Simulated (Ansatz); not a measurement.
Band structure of Fe₃Rh (Fm-3m, 4 atoms in the cell).

```xyz
4
Lattice="0.0000 2.9565 2.9565 2.9565 0.0000 2.9565 2.9565 2.9565 0.0000" Properties=species:S:1:pos:R:3 pbc="T T T"
Fe     4.4347     4.4347     4.4347
Fe     1.4782     1.4782     1.4782
Fe     0.0000     0.0000     0.0000
Rh     2.9565     2.9565     2.9565
```
Moments meant for the start (each program seeds them in its own way; μB, in the order of the atoms Fe Fe Fe Rh): 4.0 4.0 4.0 1.0.

Computed with PBEsol, PAW files made with PBE (plane waves; Ansatz, a program for electronic structure).

Settings: kpoints.mp_grid.grid = 8 8 8; hamiltonian.xc = pbesol; hamiltonian.pseudopotentials = {kind: paw} (the program's default PAW files); magnetization.spin_polarized = true; scf.occupations.method = gaussian; scf.occupations.width = 0.272 eV; kpoints.band_path.npoints = 8.

The starting cell comes from a database of computed structures (which also holds hypothetical and non-ambient phases and stackings), without a prior relaxation at this level. Its lattice was rescaled by a random factor within 2.5 % of one. The magnetic order is the one reached from the typed start; others were not searched systematically.

Levels in eV from the Fermi level, bands 34 to 41 of the first spin channel:
```tsv
point	34	35	36	37	38	39	40	41
Γ	-0.76	-0.32	-0.32	-0.32	7.33	7.33	7.33	8.15
X	-0.87	-0.64	-0.04	-0.04	0.23	0.23	0.40	6.53
W	-0.53	-0.53	-0.49	-0.07	-0.07	0.41	0.62	9.75
K	-1.29	-0.83	-0.56	-0.08	0.01	0.60	2.06	6.79
L	-1.10	-0.87	-0.87	-0.56	-0.17	6.35	6.35	6.91
U	-1.29	-0.83	-0.56	-0.08	0.01	0.60	2.06	6.79
```

Bands cross the Fermi level along this path, so the cell is metallic at this level.

The net moment of the cell came out as 9.19 μB.

Keys are those of Ansatz 0.2.
